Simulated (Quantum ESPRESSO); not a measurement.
Troubleshooting Quantum ESPRESSO: a failed run on LaAlNi4 (P-6m2, 6 atoms in the cell). The aim is a self-consistent single point with DFT, PBEsol, plane waves, SSSP 1.1.2 efficiency (PBE) pseudopotentials.

The input file:

```fortran
&CONTROL
    calculation = 'scf',
    prefix = 'LaAlNi4',
    outdir = './tmp',
    pseudo_dir = './',
    tprnfor = .true.,
    tstress = .true.,
/
&SYSTEM
    ibrav = 0,
    nat = 6,
    ntyp = 3,
    ecutwfc = 50.0,
    ecutrho = 400,
    occupations = 'smearing',
    smearing = 'marzari-vanderbilt',
    degauss = 0.0099958,
    input_dft = 'pbesol',
/
&ELECTRONS
    conv_thr = 1.0d-10,
    mixing_beta = 0.3,
/
ATOMIC_SPECIES
La   138.9055  La.GGA-PBE-paw-v1.0.UPF
Al    26.9815  Al.pbe-n-kjpaw_psl.1.0.0.UPF
Ni    58.6934  ni_pbe_v1.4.uspp.F.UPF
ATOMIC_POSITIONS {alat}
La    0.00000000    0.00000000    0.00000000
Al    0.00000000    0.57735027    0.00000000
Ni    0.50000000    0.28867514    0.00000000
Ni    0.74721750    0.43140622    0.37469124
Ni    0.50000000    0.00321295    0.37469124
Ni    0,25278250    0,43140622    0,37469124
K_POINTS {automatic}
4 4 5  0 0 0
CELL_PARAMETERS {angstrom}
   5.16608028     0.00000000     0.00000000
  -2.58304014     4.47395676     0.00000000
   0.00000000     0.00000000     3.87137000
```

The program printed (abridged):

```
     This program is part of the open-source Quantum ESPRESSO suite
     for quantum simulation of materials; please cite

[eval_infix.c] A parsing error occurred
helper string:
0,25278250
error code:
Error: invalid token: ,

 %%%%%%%%%%%%%%%%%%%%%%%%%%%%%%%%%%%%%%%%%%%%%%%%%%%%%%%%%%%%%%%%%%%%%%%%%%%%%%
     Error in routine card_atomic_positions (1):
     Error while parsing atomic position card.
 %%%%%%%%%%%%%%%%%%%%%%%%%%%%%%%%%%%%%%%%%%%%%%%%%%%%%%%%%%%%%%%%%%%%%%%%%%%%%%

     stopping ...
```

From the messages shown, name the fault and mend the input.

The fault is decimal commas. The program does not read a comma as a decimal mark. To fix it, use decimal points. The program stopped before any SCF iteration.

An input that runs soundly differs in these lines (not the only fix; some lines may just follow from the change or write a value another way):
```diff
-    ecutwfc = 50.0,
+    ecutwfc = 50,
-Ni    0,25278250    0,43140622    0,37469124
+Ni    0.25278250    0.43140622    0.37469124
```

With that input, the run converged in 25 iterations: free energy E − TS -25335.5571 eV; Fermi level (on the code's own zero) 14.51 eV; pressure -4.09 GPa; largest force (vector length) 0.210 eV/Å (DFT, PBEsol, plane waves, SSSP 1.1.2 efficiency (PBE) pseudopotentials).

On the sound input: the starting cell comes from a database of computed structures (which also holds hypothetical and non-ambient phases and stackings), without a prior relaxation at this level. Spin polarisation is off. With a pressure of about -4 GPa the cell is away from its equilibrium volume at this level.
